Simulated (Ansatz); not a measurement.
# What pressure −2 GPa does to BAs

Base system: BAs in the zinc blende structure (space group F-43m, No. 216; a = 4.784 Å).

Now apply this change: hydrostatic tension (pressure −2 GPa).

The values are results of DFT with r2SCAN, PAW potentials and a 500 eV plane-wave cutoff in Ansatz (an electronic-structure program), spin-orbit coupling left out, not measurements. Settings: 12×12×12 k-points, 0.05 eV Fermi–Dirac smearing.

```csv
quantity,base,changed,shift
density,5.20 g/cm³,5.13 g/cm³,-0.075 g/cm³
lattice parameter a,4.784 Å,4.807 Å,+0.023 Å
band gap,1.38 eV,1.39 eV,+0.01 eV
gap character,"indirect, Γ → Γ–X (76 % along)","indirect, Γ → Γ–X (76 % along)",–
smallest direct gap,3.44 eV,3.42 eV,-0.02 eV
width of the top valence band,5.41 eV,5.32 eV,-0.09 eV
electron mass,"1.1 mₑ along k, 0.21 mₑ across (off the special points)","1.1 mₑ along k, 0.21 mₑ across (off the special points)",–
"hole mass (degenerate bands, along [100])","0.21, 0.22, 0.22 mₑ (at Γ)","0.20, 0.22, 0.22 mₑ (at Γ)",–
"valley order (the lowest conduction-band minima on the path, energy above the VBM, named in the base's zone)","a point along ⟨100⟩, about 1.0 Å⁻¹ from Γ 1.38 eV; L along ⟨111⟩ 2.94 eV","a point along ⟨100⟩, about 1.0 Å⁻¹ from Γ 1.39 eV; L along ⟨111⟩ 2.85 eV",–
```

Final structure:

```
BAs
1.0
    0.00000     2.40359     2.40359
    2.40359     0.00000     2.40359
    2.40359     2.40359     0.00000
As B
1 1
Direct
  0.75000   0.75000   0.75000
  0.00000   0.00000   0.00000
```

Load acts through the strain it causes; cell and atoms are relaxed under it. Masses are band curvatures over ±0.01 Å⁻¹ around the edge. Along k means along the line from Γ to the band edge. No phonon test of stability was made.
